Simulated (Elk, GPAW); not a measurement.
An Elk input for a self-consistent single point of TiNi (Pm-3m, 2 atoms in the cell) (DFT, LDA (PW92), all-electron FP-LAPW, Elk's shipped species files, APW+lo basis with extra local orbitals):

```
tasks
  0

xctype
  3

tforce
  .true.

rgkmax
  8.0

gmaxvr
  18.0

lmaxapw
  10

lmaxo
  8

nxlo
  2

lorbcnd
  .true.

lradstp
  2

nrmtscf
  2.0

rmtscf
  0.95

lmaxi
  4

stype
  0

swidth
  0.00367493

scale
  1.889726125

avec
    2.9608790000    0.0000000000    0.0000000000
    0.0000000000    2.9608790000    0.0000000000
    0.0000000000    0.0000000000    2.9608790000

atoms
  2   : nspecies
  'Ti.in'   : spfname
  1   : natoms; atposl, bfcmt below
  0.5000000000  0.5000000000  0.5000000000    0.0 0.0 0.0
  'Ni.in'   : spfname
  1   : natoms; atposl, bfcmt below
  0.0000000000  0.0000000000  0.0000000000    0.0 0.0 0.0

ngridk
  9 9 9
```

Question: Give the GPAW input for the same structure, mesh, smearing and functional.

Answer: One input that does it (others would too):

```python
from ase import Atoms
from ase.units import GPa
from gpaw import GPAW, PW

atoms = Atoms(['Ti', 'Ni'],
              cell=[[2.960879, 0.000000, 0.000000],
                    [0.000000, 2.960879, 0.000000],
                    [0.000000, 0.000000, 2.960879]],
              scaled_positions=[[0.500000, 0.500000, 0.500000],
                                [0.000000, 0.000000, 0.000000]],
              pbc=True)

calc = GPAW(mode=PW(800),
            xc='LDA',
            kpts=(9, 9, 9),
            occupations={'name': 'methfessel-paxton', 'width': 0.1, 'order': 0},
            nbands=-6,
            convergence={'forces': 0.001},
            symmetry={'symmorphic': False, 'tolerance': 0.0005},
            maxiter=150)

atoms.calc = calc

energy = atoms.get_potential_energy()
print('Energy (eV):', round(energy, 6))
forces = atoms.get_forces()
print('Forces (eV/Ang):')
print(forces.round(5))
stress = atoms.get_stress()
print('Stress (GPa, Voigt):', (stress / GPa).round(4))
```

Basis, cutoffs, solver keys and any potentials are the target program's own. This input uses DFT LDA (Perdew-Wang 92), plane waves, GPAW PAW datasets LDA (gpaw-data 1.0.1). LDA parametrisations can differ slightly between programs.

The starting cell comes from a database of computed structures (which also holds hypothetical and non-ambient phases and stackings), without a prior relaxation at this level. Its lattice was rescaled by a random factor within 2.5 % of one.
